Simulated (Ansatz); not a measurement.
Cells marked so need not be the phases stable at ambient conditions, and some may be hypothetical.

 Where the default PAW files enter, the runs use the earlier of Ansatz's two default sets.

No gap correction and no spin-orbit coupling; mid-gap values are interpolated between computed energies.

A. Rb2H6Pt (Fm-3m, not sure to be the ambient phase, 9 atoms a cell, 17.2 Å³ an atom), along the normal of (111)
B. CdS (P6_3mc, wurtzite, 4 atoms a cell, 25.5 Å³ an atom), along the normal of (110)
C. ZnPdF$_{6}$ (R-3, not sure to be the ambient phase, 8 atoms a cell, 12.0 Å³ an atom), along the normal of (101)
D. ScCuO₂ (P6_3/mmc, not sure to be the ambient phase, 8 atoms a cell, 12.8 Å³ an atom), along the normal of (001)

Q: Order them by mid-gap decay constant of the slowest evanescent state (highest first) at the level r2SCAN in Ansatz (a quantum-chemistry and plane-wave program).

A: C (0.49 1/Å), A (0.46 1/Å), D (0.33 1/Å), B (0.13 1/Å)
